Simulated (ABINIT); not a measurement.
Band structure of SnS (F-43m, 2 atoms in the cell).

```
CELL_PARAMETERS angstrom
      0.00000     3.26514     3.26514
      3.26514     0.00000     3.26514
      3.26514     3.26514     0.00000
ATOMIC_POSITIONS crystal
  Sn 0.00000 0.00000 0.00000
  S  0.75000 0.75000 0.75000
```

Method: PBEsol, norm-conserving pseudopotentials (PseudoDojo nc-sr-04 PBEsol standard) (plane waves; ABINIT).

Settings: pseudos = [Sn.upf, S.upf]; ecut = 36 Ha; occopt = 7; tsmear = 0.1 eV; ngkpt = 5 5 5; nshiftk = 1; shiftk = 0 0 0; potentials = PseudoDojo nc-sr-04 PBEsol standard; kptopt = 1; nstep = 80; tolvrs1 = 1e-12; ndtset = 2; getden2 = 1.

The starting cell comes from a database of computed structures (which also holds hypothetical and non-ambient phases and stackings), without a prior relaxation at this level.

Task: Predict the gap along the standard path and the places of the band edges.

Result: The gap along the path is 0.09 eV, from W to X; the smallest direct gap on it is 0.68 eV.

Levels in eV from the top of the valence band on the SCF mesh, bands 7 to 14:
| point | 7 | 8 | 9 | 10 | 11 | 12 | 13 | 14 |
|---|---|---|---|---|---|---|---|---|
| Γ | -4.77 | -2.12 | -2.12 | -2.12 | 2.03 | 2.03 | 2.03 | 5.52 |
| X | -7.10 | -3.28 | -3.28 | -0.32 | 0.35 | 4.69 | 4.69 | 5.69 |
| W | -7.06 | -3.57 | -3.50 | 0.26 | 2.19 | 2.33 | 4.48 | 5.51 |
| K | -7.04 | -3.73 | -3.08 | -0.20 | 1.51 | 3.77 | 4.04 | 5.51 |
| L | -6.83 | -2.60 | -2.60 | -1.82 | 2.72 | 2.72 | 3.39 | 6.97 |
| U | -7.04 | -3.73 | -3.08 | -0.20 | 1.51 | 3.77 | 4.04 | 5.51 |
